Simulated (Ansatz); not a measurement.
**CaHI (P4/nmm, No. 129, 6 atoms in the cell; start mp-24204)**

Calculation: PBEsol (Ansatz, an electronic-structure program, PAW).

Run with plane-wave cutoff 500 eV, 10×10×4 k mesh (along the axes of the cell as run), Fermi–Dirac smearing 0.05 eV, scalar-relativistic PAW data made under PBE.

Cell (relaxed at this level):

```cif
data_H2Ca2I2
_chemical_formula_sum 'Ca2 H2 I2'
_space_group_name_H-M_alt 'P 1'
_space_group_IT_number 1
_cell_length_a 3.96981
_cell_length_b 3.96981
_cell_length_c 8.77544
_cell_angle_alpha 90.000
_cell_angle_beta 90.000
_cell_angle_gamma 90.000
loop_
_space_group_symop_operation_xyz
  'x, y, z'
loop_
_atom_site_label
_atom_site_type_symbol
_atom_site_fract_x
_atom_site_fract_y
_atom_site_fract_z
_atom_site_occupancy
Ca1 Ca 0.00000 0.50000 0.13590 1
Ca2 Ca 0.50000 0.00000 0.86410 1
H1 H 0.50000 0.50000 0.00000 1
H2 H 0.00000 0.00000 0.00000 1
I1 I 0.00000 0.50000 0.68725 1
I2 I 0.50000 0.00000 0.31275 1
```

```yaml
band_gap: 3.08 eV (on the SCF k mesh)
```

Note: the relaxation could not lower the start's symmetry, so the cell can be a saddle point above a distorted one; the cell has widely spaced layers and the level no dispersion term, so their spacing and the moduli can rest on weak binding.

Spin–orbit coupling is not included; with these elements it can move the gap by several tenths of an eV or more.

Static lattice: no zero-point or thermal effects.

It cost very roughly 2.6 core-minutes of CPU time.

A start named mp-… is a Materials Project structure, which need not be a measured phase.
